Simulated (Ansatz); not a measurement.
# PbF2 under a change: isotropic strain +2.50 %

The reference is PbF$_{2}$ in the fluorite structure (space group Fm-3m, No. 225; a = 5.8987 Å).

Perturbation: the cell is scaled by 1.0250 in all directions; the atoms relax in the strained cell.

Level of theory: Ansatz (a program for electronic structure) PBEsol, no spin-orbit coupling. k-mesh 10×10×10 (Γ-centred); smearing 0.05 eV (Fermi–Dirac).

The volume per atom increases by 1.32 Å³ to 18.42 Å³ and the space group stays Fm-3m (No. 225). The shortest interatomic distance rises by 0.064 Å (2.554 Å → 2.618 Å) and the energy increases by 21 meV/atom. The pressure falls by 4.73 GPa, from -0.01 GPa to -4.74 GPa and the band gap hardly moves (4.31 eV against 4.30 eV). The gap character goes from indirect, W → X to indirect, L → X and the smallest direct gap remains 4.46 eV. The width of the top valence band decreases by 0.44 eV, from 2.08 eV to 1.64 eV and the electron mass comes out as 2.3 mₑ along k, 0.50 mₑ across (at X). The valley order (the lowest conduction-band minima on the path, energy above the VBM, named in the base's zone) changes from X along ⟨100⟩ 4.31 eV; L along ⟨111⟩ 4.93 eV; a point along ⟨110⟩, about 0.6 Å⁻¹ from Γ 5.30 eV to X along ⟨100⟩ 4.30 eV; L along ⟨111⟩ 4.93 eV; a point along ⟨110⟩, about 0.6 Å⁻¹ from Γ 5.29 eV.

Final structure:

```yaml
crystal:
  lattice:
    - [0.00000, 3.02307, 3.02307]
    - [3.02307, 0.00000, 3.02307]
    - [3.02307, 3.02307, 0.00000]
  atoms:
    - { symbol: Pb, position: [0.00000, 0.00000, 0.00000] }
    - { symbol: F, position: [0.25000, 0.25000, 0.25000] }
    - { symbol: F, position: [0.75000, 0.75000, 0.75000] }
```

Spin-orbit coupling, missing from the scalar runs, can matter with Pb. Effective masses come from finite differences of ±0.01 Å⁻¹. Along k means along the line from Γ to the band edge. No phonon test of stability was made.
